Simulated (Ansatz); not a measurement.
Output of an Ansatz run (abridged):

```
WARN the atoms were moved onto the symmetric positions of the space group found under crystal.symmetry.tolerance 1.0e-5 (fractional …
WARN ansatz: RAYON_NUM_THREADS=1 ignored (pool sized by the plan → 1); use --threads N
Pseudopotentials: kind: paw
Pseudopotential: Ba, paw, valence charge 10
Pseudopotential: Sb, paw, valence charge 15
Pseudopotential: Pt, paw, valence charge 18
Crystal: 3 atoms, lattice volume = 91.468 Å³
Basis set: ecut = 420.4159175005146 eV, 1835 PW (Γ)
Bands: 26, of which v1, the nominal top of the filled ones, is band 22 counted from 1 (21 counted from 0)
Symmetry: 6 space group operations
Space group: P3m1 (ITA 156), of the structure as read, at distance tolerance 4.5e-5 Å
k-points: 55 of 448 (time reversal used)
PAW frozen core: Ba, regenerated for the run's functional, and the local potential with it
PAW frozen core: Sb, regenerated for the run's functional, and the local potential with it
PAW frozen core: Pt, regenerated for the run's functional, and the local potential with it
Initial density: superposition of atomic densities (neutral atoms: chi_scale 0, normalization atom), corrected by the library's trained network
Initial wavefunctions: pseudopotential atomic-orbital guess
Eigensolver: davidson
Functional: x = slater, c = lda
SCF iter   1: F=—  HF=-24363.126328 eV  |F-HF|=—  |Δ(HF+E_count)|=         —  Δρ=5.81e-3  dr2=2.21e-2  ethr=1.77e-3  ⟨swp⟩=7.7  Hψ=7135  notcnv=0
all-band conjugate gradients solve this SCF's bands
preconditioner: auto → Kerker (q_TF=auto, 2.406 Å⁻¹)
SCF iter   2: F=—  HF=-24363.122146 eV  |F-HF|=—  |Δ(HF+E_count)|=   4.18e-3  Δρ=3.14e-3  dr2=8.95e-3  ethr=5.15e-5  ⟨swp⟩=2.5  Hψ=2620  notcnv=0
SCF iter   3: F=—  HF=-24363.119727 eV  |F-HF|=—  |Δ(HF+E_count)|=   2.42e-3  Δρ=1.21e-3  dr2=3.18e-3  ethr=2.08e-5  ⟨swp⟩=2.0  Hψ=1847  notcnv=0
SCF iter   4: F=—  HF=-24363.119167 eV  |F-HF|=—  |Δ(HF+E_count)|=   5.59e-4  Δρ=4.50e-4  dr2=6.69e-4  ethr=7.39e-6  ⟨swp⟩=2.1  Hψ=1776  notcnv=0
SCF iter   5: F=—  HF=-24363.118988 eV  |F-HF|=—  |Δ(HF+E_count)|=   1.79e-4  Δρ=2.48e-4  dr2=9.00e-5  ethr=1.56e-6  ⟨swp⟩=2.0  Hψ=2388  notcnv=0
SCF iter   6: F=—  HF=-24363.118983 eV  |F-HF|=—  |Δ(HF+E_count)|=   5.40e-6  Δρ=5.12e-5  dr2=3.65e-6  ethr=2.09e-7  ⟨swp⟩=2.0  Hψ=1936  notcnv=0
SCF iter   7: F=—  HF=-24363.118983 eV  |F-HF|=—  |Δ(HF+E_count)|=   1.61e-7  Δρ=1.07e-5  dr2=1.34e-7  ethr=8.49e-9  ⟨swp⟩=2.1  Hψ=2536  notcnv=0
SCF iter   8: F=-24363.118983 eV  HF=-24363.118983 eV  |F-HF|=8.08e-9  |Δ(HF+E_count)|=   9.03e-9  Δρ=3.52e-6  dr2=1.74e-8  ethr=2.33e-10  ⟨swp⟩=7.9  Hψ=7162  notcnv=0
SCF 1 converged in 8 iterations: F = -24363.118983 eV  dr2 = 1.74e-8
SCF converged after 8 iterations
Free energy (F): -24363.118983 eV
Harris-Foulkes:  -24363.118983 eV  (|F-HF|=8.08e-9)
Internal energy: -24363.107925 eV  (E = F + TS)
E sigma→0 (E₀):  -24363.113454 eV
Entropy (-TS):   -0.011058 eV (-3.686 meV/atom)
Fermi energy:    10.369637 eV
--- Per-component energies (eV) ---
  E_band       = -529.239291
  E_kinetic    = 1017.235061
  E_local      = -4911.684221  (includes V_loc(G=0)·N_el)
  E_nonlocal   = 635.570526
  E_hartree    = 2049.962257
  E_xc         = -565.183364
  E_vxc        = -536.043069  (∫ρ·V_xc dr)
  E_paw        = -18664.864023  (= ΣΔE_a)
  E_vpaw       = -834.245967  (= ΣTr[D̂ρ^β])
  E_aug_tail   = 0.000172  (compensation charges beyond the density's cutoff)
  E_ewald      = -3925.449543
  E_core_change = 1.305209  (= ΣΔE_core)
  E_smearing   = -0.011058  (= −TS)
  E_closure    = 0.000000  (closes the sum)
  Σ components = -24363.118983   (vs F -24363.118983, Δ=0.00e0)
--- Forces (eV/Å), atoms counted from 1 ---
  atom   1  Ba    -0.00000000    -0.00000000    -0.11800988
  atom   2  Sb    -0.00000000     0.00000000     0.09975873
  atom   3  Pt     0.00000000     0.00000000     0.01823690
  max |Σ_I F_I| component: 1.42e-5 eV/Å
--- Stress (GPa, compression-positive) ---
       -5.160376       0.000000      -0.000000
        0.000000      -5.160376      -0.000000
       -0.000000      -0.000000      -4.277571
  P = ⅓ Tr σ = -4.8661 GPa (-48.661 kbar)
  The stress holds the Pulay correction. Without it, at fixed plane waves, as pw.x and ABINIT print it: P = -4.8901 GPa
--- Band table (eV; the first three rows and the last of 55) ---
  k-point 0: bands = ["-87.3601", "-41.5833", "-41.5833", "-41.3361", "-17.8547", "-17.8547", "-17.8344", "-17.8275", "-17.8275", "-17.1946", "-2.3565", "-2.2606", "-2.2606", "0.3713", "6.3650", "6.3650", "7.7159", "8.1108", "8.1108", "9.5264", [...]
  k-point 1: bands = ["-87.3601", "-41.5833", "-41.5833", "-41.3361", "-17.8547", "-17.8547", "-17.8342", "-17.8276", "-17.8276", "-17.1938", "-2.4343", "-2.2582", "-2.2582", "0.5079", "6.3484", "6.3484", "7.7122", "8.1023", "8.1023", "9.1578", [...]
  k-point 2: bands = ["-87.3601", "-41.5833", "-41.5833", "-41.3361", "-17.8546", "-17.8546", "-17.8337", "-17.8276", "-17.8276", "-17.1918", "-2.5901", "-2.2526", "-2.2526", "0.8053", "6.3132", "6.3132", "7.6070", "8.0777", "8.0777", "8.6498", [...]
  k-point 54: bands = ["-87.3601", "-41.5838", "-41.5833", "-41.3361", "-17.8612", "-17.8591", "-17.8329", "-17.8292", "-17.8276", "-17.1622", "-2.5273", "-2.4285", "-2.4054", "1.3390", "5.6932", "7.3200", "7.5628", "7.9516", "8.2307", "8.3662", [...]
```

The structure:

```
CELL_PARAMETERS angstrom
      4.59084     0.00000     0.00000
     -2.29542     3.97578     0.00000
      0.00000     0.00000     5.01134
ATOMIC_POSITIONS crystal
  Ba 0.00000 0.00000 0.00998
  Sb 0.66667 0.33333 0.50000
  Pt 0.33333 0.66667 0.50000
```

Question: Write an input that gives this output.

Answer: Other spellings and defaults could give the same log, and not every line can be read from it. The input that was run (DFT, LDA (PW92), plane waves, default PAW files made with PBE):

Ansatz 0.2 input:
```yaml
# BaSbPt
crystal:
  lattice:
    - [4.59084000, 0.00000000, 0.00000000]
    - [-2.29542000, 3.97578400, 0.00000000]
    - [0.00000000, 0.00000000, 5.01134200]
  atoms:
    - { symbol: Ba, position: [0.00000000, 0.00000000, 0.00997700] }
    - { symbol: Sb, position: [0.66666700, 0.33333300, 0.50000000] }
    - { symbol: Pt, position: [0.33333300, 0.66666700, 0.50000000] }
basis:
  ecutwfc: 30.9 Ry
kpoints:
  mp_grid:
    grid: [8, 8, 7]
hamiltonian:
  xc: lda
  pseudopotentials:
    kind: paw
scf:
  occupations:
    method: gaussian
    width: 0.0073 Ry
output:
  forces: true
  eigenvalues: true
  stress: true
```

The starting cell comes from a database of computed structures (which also holds hypothetical and non-ambient phases and stackings), without a prior relaxation at this level. Its lattice was rescaled by up to half a per cent. One atom was moved a little off its site on purpose. Spin-orbit coupling is off. Spin polarisation is off. With a pressure of about -5 GPa the cell is away from its equilibrium volume at this level. Ansatz's pressure includes its estimate of the finite-basis (Pulay) stress.

Ansatz is a first-principles code.
